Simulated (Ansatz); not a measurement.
**C axis length of GeSe (model structure, started from the 4H type, P6₃mc, No. 186, 8 atoms in the cell) at several levels of theory**

No measured value is used here.

Question: Put these levels in order of the c axis length that they give for GeSe (model structure, started from the 4H type, P6₃mc, No. 186, 8 atoms in the cell), smallest first: PBE (Ansatz, an electronic-structure program), PBE-D3(BJ) (Ansatz), PBEsol (Ansatz).

Answer: PBEsol (11.103 Å), PBE-D3(BJ) (11.396 Å), PBE (11.467 Å)

PBE-D3(BJ): a distance lies near a switch of the dispersion term, which can move the cell. Ansatz's density-functional and Hartree–Fock values are scalar-relativistic unless marked +SOC, with PAW data made under PBE.

A model structure was made by putting elements into a prototype or built by hand; it is no filed structure, need not be a known phase, and can be a saddle point held by its symmetry.
